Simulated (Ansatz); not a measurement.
**A constructed model of the (111)A surface of 3C silicon carbide, Si-terminated, (√3x√3)R30° Ge adatom at T4 (bottom of the slab: 3 H on 3 bottom sites)**

Calculation: r2SCAN, at the PBE geometry and the start's symmetry (plane waves to 500 eV, PAW; Ansatz, an electronic-structure program).

Slab: 28 atoms, 11.0 Å thick at the start with caps and adatoms (thin: gaps and levels are the slab's own); k 6x6x1, smearing 0.025 eV, dipole-corrected; single point; on the structure that PBE left under its start's symmetry; spin-polarised, ending with about 1.0 μB a cell; orders that need a larger cell were not tried, no spin-orbit, no U. The program's check for a lower electronic state was not made. In PBE it is, or lies within 0.01 eV a 1x1 cell of, the lowest of the 2 structures of its composition computed so far; subsurface sites and larger cells were not tried.

| Property | Result |
|---|---|
| gap of the slab on its k-mesh | 0.59 eV |
| highest filled level below the top vacuum level | 4.83 eV |
| magnetic moment of the cell | 1.00 μB |
| cost | very roughly 6 core-minutes |
